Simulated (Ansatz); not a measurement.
bcc V (1 1 1) on zinc-blende GaSb (1 1 1) (film strained to the substrate, started from cuts of the bulks and a machine-learned relaxation; slabs Ga4Sb4 and V12, which can lie off the formulas)

A periodic stack without vacuum, bcc V (1 1 1) on zinc-blende GaSb (1 1 1) (film strained to the substrate, started from cuts of the bulks and a machine-learned relaxation; slabs Ga4Sb4 and V12, which can lie off the formulas): substrate slab Ga4Sb4, film V12, surface cells [[0, -1], [1, -1]] and [[1, -1], [1, 0]], film strained by +3.6 and +3.6 %, outermost planes Sb/Ga and V/V as cut, which need not be the usual terminations and can put a slab off its formula.

The start was prepared with a machine-learned potential, and the result is one local minimum, with the in-plane cell held and forces under 0.04 eV/Å; the film can end far from its bulk form.

Method: PBE (plane waves to 420 eV, PAW; Ansatz, an electronic-structure program). Spin–orbit coupling is left out; the runs are not spin-polarised. Its k-point mesh 8×8×1, Fermi–Dirac width 0.05 eV.

The interface area comes out as 16.7 Å². The period comes out as 23.80 Å and the heights between the nearest atoms of the two slabs at the two interfaces is 0.85 and 1.28 Å. The Sb–V contacts across the interfaces within 1.22 times the sum of covalent radii is 8, mean 2.89 Å and the Ga–V contacts across the interfaces within 1.22 times the sum of covalent radii is 7, mean 2.79 Å.

```yaml
crystal:
  lattice:
    - [4.39318, 0.00006, -0.02033]
    - [2.19635, 3.80449, -0.01558]
    - [0.10298, 0.03785, 23.80089]
  atoms:
    - { symbol: Ga, position: [0.83608, 0.55746, 0.12744] }
    - { symbol: Ga, position: [0.16955, 0.89075, 0.27755] }
    - { symbol: Ga, position: [0.50379, 0.22361, 0.42926] }
    - { symbol: Ga, position: [0.17210, 0.88951, 0.55747] }
    - { symbol: Sb, position: [0.84011, 0.55552, 0.01320] }
    - { symbol: Sb, position: [0.16942, 0.89078, 0.16402] }
    - { symbol: Sb, position: [0.50300, 0.22403, 0.31546] }
    - { symbol: Sb, position: [0.83723, 0.55689, 0.47735] }
    - { symbol: V, position: [0.50609, 0.22254, 0.62462] }
    - { symbol: V, position: [0.83902, 0.55606, 0.59322] }
    - { symbol: V, position: [0.83973, 0.55573, 0.69536] }
    - { symbol: V, position: [0.17309, 0.88906, 0.66192] }
    - { symbol: V, position: [0.17343, 0.88888, 0.76491] }
    - { symbol: V, position: [0.50640, 0.22240, 0.72913] }
    - { symbol: V, position: [0.50643, 0.22238, 0.83134] }
    - { symbol: V, position: [0.84001, 0.55558, 0.79859] }
    - { symbol: V, position: [0.84028, 0.55546, 0.90003] }
    - { symbol: V, position: [0.17342, 0.88889, 0.86549] }
    - { symbol: V, position: [0.17351, 0.88882, 0.95929] }
    - { symbol: V, position: [0.50696, 0.22211, 0.94277] }
```
